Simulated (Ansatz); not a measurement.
**How far PBE and PBEsol part for TaSi2, Ta vacancy**

The parent structure is an 18-atom supercell of TaSi2 (space group P6_222, No. 180; a = 4.803 Å, c = 6.603 Å) at its relaxed geometry.

(Cell as relaxed with PBE.)

Levels (all Ansatz, an electronic-structure program, PAW): PBE (420 eV, no spin-orbit coupling); PBEsol (420 eV, no SOC).

Each level relaxes its own structure.

Perturbation: one Ta atom is removed, atoms relaxed at fixed cell, starting from a slightly rattled geometry.

```tsv
quantity	PBE	PBEsol
pressure	-2.9 GPa	(withheld)
largest displacement of a host atom from its site in the perfect cell	0.15 Å	(withheld)
```

### Question
What does PBEsol give?

### Answer

- pressure, PBEsol: -3.2 GPa
- largest displacement of a host atom from its site in the perfect cell, PBEsol: 0.15 Å

PBE's pressure lies 0.25 GPa above PBEsol's; the two agree on the largest displacement of a host atom from its site in the perfect cell. Neither level is exact; PBEsol is the comparison here, not a measurement.

The cell is small, so the values are those of an ordered compound at a high defect concentration; dilute-limit values will differ. The final runs are not spin-polarised. An odd electron count without spin: Ta5Si12 and TaSi2.
